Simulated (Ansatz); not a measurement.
Take Ag in the fcc (Cu type) structure (space group Fm-3m, No. 225; a = 4.054 Å) as the base.

Levels (all Ansatz, a first-principles code, PAW): PBEsol (420 eV, spin-orbit coupling left out); PBEsol+SOC (420 eV, noncollinear with spin-orbit coupling).

The geometry is relaxed with PBEsol.

| Property | Value |
|---|---|
| PBEsol pressure | 0.0 GPa |

Problem. How does going to PBEsol+SOC change the pressure?

Solution. The pressure goes from zero to -0.2 GPa.

Single points use the geometry relaxed with PBEsol. The spin-orbit shifts are approximate. No phonon test of stability was made.
